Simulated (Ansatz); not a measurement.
An Ansatz (a quantum-chemistry and plane-wave program) run: Hf with a change (biaxial strain +2.00 %, plane normal [001], relaxed out of plane); PBE/PAW in Ansatz, no spin-orbit coupling.

Input:

Ansatz 0.2 input:
```yaml
crystal:
  lattice:
    - [3.2680769321, 0, 0]
    - [1.6340384661, 2.8302376448, 0]
    - [0, 0, 5.021842062]
  atoms:
    - { symbol: Hf, position: [0.6666666667, 0.6666666667, 0.75] }
    - { symbol: Hf, position: [0.3333333333, 0.3333333333, 0.25] }
basis: { ecutwfc: 420, ecutrho_ratio: 4, xc_grid: 2, fft_grid_basis: typed }
kpoints: { mp_grid: { grid: [21, 21, 12] } }
hamiltonian:
  xc: pbe
  dispersion: none
  pseudopotentials: { kind: paw }
scf: { occupations: { method: fermi_dirac, width: 0.1 } }
relax: { f_tol: 0.005, max_steps: 50, cell: { stress_tol: 0.01, fix: [a, b, gamma] } }
output: { forces: true, stress: true }
checkpoint: { write: state.ck, write_every: 1000 }
```

Output (explanatory and most iteration lines left out):

```
Relaxation: its limit of steps is 50 (relax.max_steps)
Pseudopotential: Hf, paw, valence charge 26
Crystal: 2 atoms, lattice volume = 46.449 Å³
Basis set: ecut = 420 eV, 929 PW (Γ), exchange–correlation on 48×48×72 points (8 copies of the dense FFT grid, shifted against one another)
Bands: 32, of which v1, the nominal top of the filled ones, is band 26 counted from 1 (25 counted from 0)
Symmetry: 24 space group operations
Space group: P63/mmc (ITA 194), of the structure as read, at distance tolerance 3.6e-5 Å
k-points: 336 of 5292
Functional: x = pbe(κ = 0.804, μ = 0.2195149727645171), c = pbe(β = 0.06672455060314922)
SCF iter   1: F=—  HF=-31442.727839 eV  |F-HF|=—  |Δ(HF+E_count)|=         —  Δρ=2.94e-3  dr2=2.16e-3  ethr=1.77e-3  ⟨swp⟩=4.4  Hψ=35093  notcnv=0
SCF iter   2: F=—  HF=-31442.728236 eV  |F-HF|=—  |Δ(HF+E_count)|=   3.97e-4  Δρ=1.83e-3  dr2=9.38e-4  ethr=4.16e-6  ⟨swp⟩=2.4  Hψ=21605  notcnv=0
SCF 1 converged in 7 iterations: F = -31442.728425 eV  dr2 = 6.48e-9
relax step   1: F+E_penalty+E_count = -31442.72842530 eV  Δ(F+E_penalty+E_count) = +0.000e0 eV  max|allowed force component| = 7.401e-17 eV/Å  Δτ_max = 0.0000 Å  P = -2.894 GPa  Ω = 46.449 Å³  fix = [a, b, gamma]  reactions: a -4.014, b -4.014 GPa  (7 SCF iters, dr2 threshold 1.00e-7 eV, accepted)
[... steps on the carried basis left out ...]
relax step   3: F+E_penalty+E_count = -31442.72879583 eV  Δ(F+E_penalty+E_count) = -1.607e-4 eV  max|allowed force component| = 1.295e-16 eV/Å  Δτ_max = 0.0000 Å  P = -2.540 GPa  Ω = 46.289 Å³  energy of the carried Pulay correction = +4.212e-5 eV  fix = [a, b, gamma]  reactions: a -3.807, b -3.807 GPa  (4 SCF iters, dr2 threshold 2.00e-7 eV, accepted)
Crystal: 2 atoms, lattice volume = 46.289 Å³
SCF iter   1: F=—  HF=-31442.728735 eV  |F-HF|=—  |Δ(HF+E_count)|=         —  Δρ=9.95e-6  dr2=3.62e-8  ethr=6.66e-9  ⟨swp⟩=3.9  Hψ=72215  notcnv=0
SCF iter   2: F=—  HF=-31442.728755 eV  |F-HF|=—  |Δ(HF+E_count)|=   1.95e-5  Δρ=7.74e-6  dr2=2.43e-8  ethr=6.96e-11  ⟨swp⟩=2.2  Hψ=18823  notcnv=0
SCF 4 converged in 7 iterations: F = -31442.728755 eV  dr2 = 1.51e-13
SCF converged after 7 iterations
Free energy (F): -31442.728755 eV
Internal energy: -31442.673475 eV  (E = F + TS)
E sigma→0 (E₀):  -31442.701115 eV
Entropy (-TS):   -0.055280 eV (-27.640 meV/atom)
Fermi energy:    19.172731 eV
--- Forces (eV/Å), atoms counted from 1 ---
  atom   1  Hf     0.00000000    -0.00000000    -0.00000000
  atom   2  Hf    -0.00000000     0.00000000     0.00000000
--- Stress (GPa, compression-positive) ---
       -3.807252      -0.000000       0.000000
       -0.000000      -3.807252       0.000000
        0.000000       0.000000      -0.004924
  P = ⅓ Tr σ = -2.5398 GPa (-25.398 kbar)
--- Relaxed structure (3 steps of the walk, 3 accepted, 1 SCFs on fresh bases) ---
  cell:  # Å, volume = 46.2893 Å³
    - [3.2680769321458927, -2.8867454513503662e-11, -4.012590094467281e-35]
    - [1.6340384660979463, 2.830237644745822, 8.418719822806801e-35]
    - [-6.165887196601284e-35, 1.8497661589803853e-34, 5.004555219199123]
  atoms:
    - { symbol: Hf, position: [0.6666666666666665, 0.6666666666666666, 0.7500000000000001] }
    - { symbol: Hf, position: [0.33333333333333326, 0.3333333333333333, 0.25000000000000006] }
```

Whether these cells are dynamically stable was not tested. The final runs are not spin-polarised. The cell was made from Hf in the hcp (Mg type) structure (space group P6_3/mmc, No. 194) by this change: biaxial strain +2.00 %, plane normal [001], relaxed out of plane.
